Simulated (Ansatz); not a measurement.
NaOH (Pbcm, No. 57, 12 atoms in the cell; start mp-626778), treated with PBEsol (Ansatz, a first-principles code, plane waves, PAW).

Settings: plane-wave cutoff 500 eV, 12×8×8 k mesh (along the axes of the cell as run), gaussian smearing 0.02 eV, scalar-relativistic PAW data made under PBE.

Cell (relaxed at this level):

```cif
data_H4Na4O4
_chemical_formula_sum 'Na4 H4 O4'
_space_group_name_H-M_alt 'P 1'
_space_group_IT_number 1
_cell_length_a 3.10130
_cell_length_b 5.96216
_cell_length_c 6.18674
_cell_angle_alpha 90.000
_cell_angle_beta 90.000
_cell_angle_gamma 90.000
loop_
_space_group_symop_operation_xyz
  'x, y, z'
loop_
_atom_site_label
_atom_site_type_symbol
_atom_site_fract_x
_atom_site_fract_y
_atom_site_fract_z
_atom_site_occupancy
Na1 Na 0.83975 0.25000 0.00000 1
Na2 Na 0.16025 0.75000 0.00000 1
Na3 Na 0.16025 0.75000 0.50000 1
Na4 Na 0.83975 0.25000 0.50000 1
H1 H 0.55586 0.51676 0.25000 1
H2 H 0.44414 0.48324 0.75000 1
H3 H 0.55586 0.98324 0.75000 1
H4 H 0.44414 0.01676 0.25000 1
O1 O 0.28842 0.42968 0.25000 1
O2 O 0.71158 0.57032 0.75000 1
O3 O 0.28842 0.07032 0.75000 1
O4 O 0.71158 0.92968 0.25000 1
```

Task: Predict the band gap.

Result: 
band gap: 3.41 eV (on the SCF k mesh)

Note: the relaxation could not lower the start's symmetry, so the cell can be a saddle point above a distorted one.

Static lattice: no zero-point or thermal effects.

It cost about 6 core-minutes (a rough figure) of CPU time.

A start named mp-… is a Materials Project structure, which need not be a measured phase.
